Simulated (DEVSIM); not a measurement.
Structure: Ru/SiO2/p-Ge capacitor, at 300 K.

```csv
layer (left to right),material,thickness (nm),Na (cm⁻³)
1,SiO2,11.0,-
2,Ge,17000,1.2e15
```

Metal gate on the left, work function 4.7 eV. Fixed charge at the semiconductor interface 1.8e10 cm⁻² (in units of +e); no interface traps.

This is a model device: material constants are rounded textbook-type values typed into the input, and sizes, dopings and lifetimes were drawn at random. Values at 300 K.

| parameter | SiO2 | Ge |
|---|---|---|
| gap (eV) | 9 | 0.664 |
| affinity (eV) | 0.9 | 4 |
| permittivity | 3.9 | 16 |
| Nc (cm⁻³) | - | 1.04e19 |
| Nv (cm⁻³) | - | 6e18 |

DEVSIM, 1D Poisson equation in equilibrium, Boltzmann statistics, complete ionisation; no quantum confinement or tunnelling. Metal contacts follow the ideal Schottky-Mott rule: no Fermi-level pinning, no interface dipoles.

The SiO2 thickness was swept, all else fixed.

```csv
SiO2 thickness (μm),capacitance of the dielectric stack (μF/cm²),minimum of the low-frequency capacitance (μF/cm²),threshold voltage (band bending 2φF) (V)
0.0044,0.785,0.0349,0.48
0.006,0.576,0.0345,0.48
0.0077,0.448,0.0341,0.48
0.0093,0.371,0.0338,0.49
0.011,0.314,0.0333,0.49
0.013,0.266,0.0324,0.49
```

From the first row to the last the capacitance of the dielectric stack goes from 0.785 to 0.266. From the first row to the last the minimum of the low-frequency capacitance goes from 0.0349 to 0.0324.
